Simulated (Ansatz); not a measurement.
The starting structures come from a database of crystals and need not be the phases stable at ambient conditions.

Inside the gap of an insulator the Bloch states are evanescent, with a wavenumber k + iκ along the transport direction.

Here is the system:

```yaml
crystal:
  lattice:
    - [5.67835, 0.00000, 0.00000]
    - [0.00000, 10.22036, 0.00000]
    - [0.00000, -3.63553, 4.89279]
  atoms:
    - { symbol: In, position: [0.50000, 0.50000, 0.50000] }
    - { symbol: In, position: [0.00000, 0.50000, 0.00000] }
    - { symbol: In, position: [0.00000, 0.00000, 0.50000] }
    - { symbol: In, position: [0.50000, 0.00000, 0.00000] }
    - { symbol: Bi, position: [0.98790, 0.25000, 0.20481] }
    - { symbol: Bi, position: [0.01210, 0.75000, 0.79519] }
    - { symbol: Bi, position: [0.48790, 0.75000, 0.29519] }
    - { symbol: Bi, position: [0.51210, 0.25000, 0.70481] }
    - { symbol: O, position: [0.63318, 0.75000, 0.70045] }
    - { symbol: O, position: [0.36682, 0.25000, 0.29955] }
    - { symbol: O, position: [0.13318, 0.25000, 0.79955] }
    - { symbol: O, position: [0.86682, 0.75000, 0.20045] }
    - { symbol: O, position: [0.82788, 0.05842, 0.24240] }
    - { symbol: O, position: [0.17212, 0.94158, 0.75760] }
    - { symbol: O, position: [0.32788, 0.94158, 0.25760] }
    - { symbol: O, position: [0.67212, 0.05842, 0.74240] }
    - { symbol: O, position: [0.67212, 0.44158, 0.12556] }
    - { symbol: O, position: [0.32788, 0.55842, 0.87444] }
    - { symbol: O, position: [0.17212, 0.55842, 0.37444] }
    - { symbol: O, position: [0.82788, 0.44158, 0.62556] }
```

Space group of this cell: Pnma. The cell is taken as given; by r2SCAN its mean pressure is -5.3 GPa.

Transport runs along the normal of the first two printed cell vectors.

The gap is the functional's own. No spin-orbit coupling. Mid-gap values are interpolated on the energy grid.

State the band gap and the smallest decay constant κ at mid-gap according to r2SCAN (Ansatz, a program for electronic structure).

Gap 2.90 eV on a 6×6×6 mesh; κ = 0.332 1/Å, at the zone centre.
